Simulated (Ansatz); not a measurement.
# CaSnS3: response to strain

The reference is CaSnS$_{3}$ (space group R-3, No. 148; a cell from a computed database, its experimental status unchecked).

```
CaSnS3
1.0
    3.32777     1.92129     6.13634
   -3.32777     1.92129     6.13634
    0.00000    -3.84258     6.13634
Ca Sn S
2 2 6
Direct
  0.35819   0.35819   0.35819
  0.64181   0.64181   0.64181
  0.15708   0.15708   0.15708
  0.84292   0.84292   0.84292
  0.21471   0.56088   0.96349
  0.78529   0.43912   0.03651
  0.96349   0.21471   0.56088
  0.03651   0.78529   0.43912
  0.56088   0.96349   0.21471
  0.43912   0.03651   0.78529
```

Cartesian axes are those of the cell as printed.

Strains are applied to the cell and any free atomic positions relax; under biaxial strain the out-of-plane vector relaxes too.

The values are results of PBEsol in Ansatz (plane waves to 420 eV, PAW, no spin-orbit coupling), not measurements.

Notes on the quantities. energy relative to the base: free energy F; pressure: mean of the normal stresses, compression positive.

| case | gap character | shortest interatomic distance | band gap | energy relative to the base | pressure |
|---|---|---|---|---|---|
| base | indirect, k = (0, 1/3, 0.167) in the run's primitive reciprocal basis → T | 2.546 Å | 1.75 eV | 0 meV/atom | 0.00 GPa |
| biaxial strain −1.69 %, plane normal [001], relaxed out of plane | indirect, k = (0.167, 1/3, -0.167) in the run's primitive reciprocal basis → T | 2.527 Å | … | +5.0 meV/atom | … |
| biaxial strain +1.93 %, plane normal [001], relaxed out of plane | indirect, k = (0.167, -1/3, 0.167) in the run's primitive reciprocal basis → Γ | … | 1.54 eV | +6.3 meV/atom | -1.46 GPa |
| isotropic strain −2.15 % | indirect, k = (0, 1/3, 0.167) in the run's primitive reciprocal basis → T | 2.501 Å | 1.77 eV | +21 meV/atom | 4.70 GPa |
| uniaxial strain ε_zz = +2.99 % | … | 2.561 Å | 1.64 eV | +5.1 meV/atom | -1.51 GPa |

**Question.** What belongs in the blanks?

**Answer.** 
- biaxial strain −1.69 %, plane normal [001], relaxed out of plane, band gap: 1.71 eV
- biaxial strain −1.69 %, plane normal [001], relaxed out of plane, pressure: 1.34 GPa
- biaxial strain +1.93 %, plane normal [001], relaxed out of plane, shortest interatomic distance: 2.572 Å
- uniaxial strain ε_zz = +2.99 %, gap character: indirect, k = (0, 1/3, 0.167) in the run's primitive reciprocal basis → Γ

Whether these cells are dynamically stable was not tested.

Ansatz is an electronic-structure program.
